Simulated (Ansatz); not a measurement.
Take Ti in the hcp (Mg type) structure (space group P6_3/mmc, No. 194; a = 2.940 Å, c = 4.654 Å; relaxed with 0.1 eV smearing) as the base.

The values are results of Kohn–Sham DFT with the PBE functional, run in Ansatz (a quantum-chemistry and plane-wave program) with PAW and 420 eV plane waves, no spin-orbit coupling, not measurements.

Base values:

| Item | Value |
|---|---|
| Pressure | 0.0 GPa |

Modification: the cell is scaled by 1.0050 in all directions, atoms relaxed at fixed cell.

How does this affect the pressure?

The pressure (mean of the normal stresses, compression positive) goes from zero to -1.6 GPa.

How does this affect the energy relative to the base?

The energy increases by 1.3 meV/atom.

The cells carry an imposed strain or load. Stability against distortions was not tested. All final runs are without spin polarisation.
